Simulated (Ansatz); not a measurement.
Base system: Zr (space group P6/mmm, No. 191; a = 4.977 Å, c = 3.108 Å; a cell from a computed database, its experimental status unchecked; relaxed with 0.1 eV smearing). Axes: x lies along a and z along c of the hexagonal cell.

Calculations: PBEsol in Ansatz (plane waves to 420 eV, PAW, spin-orbit coupling left out).

One thing is altered: an isotropic linear strain of +2.94 %; the atoms relax in the strained cell.

Q: Predict the stress tensor and what it implies for the stiffness.

A: Stress of the strained cell less that of the base (GPa, compression positive):
```
   -7.5     0.0     0.0
    0.0    -7.5     0.0
    0.0     0.0    -7.7
```

Then B = −ΔP/(ΔV/V₀) with ΔV/V₀ = 0.0908 gives secant stiffness values (nonlinear terms included at this strain): B (at held cell shape, above the free-shape value) ≈ 83 GPa.

As a check, the harmonic strain energy −½ V₀ Δσ:ε is 46 meV/atom; the computed energy rise is 51 meV/atom.

Stability against distortions was not tested. All final runs are without spin polarisation. This is not the structure that Zr has at room temperature and ambient pressure.

Ansatz is a first-principles code.
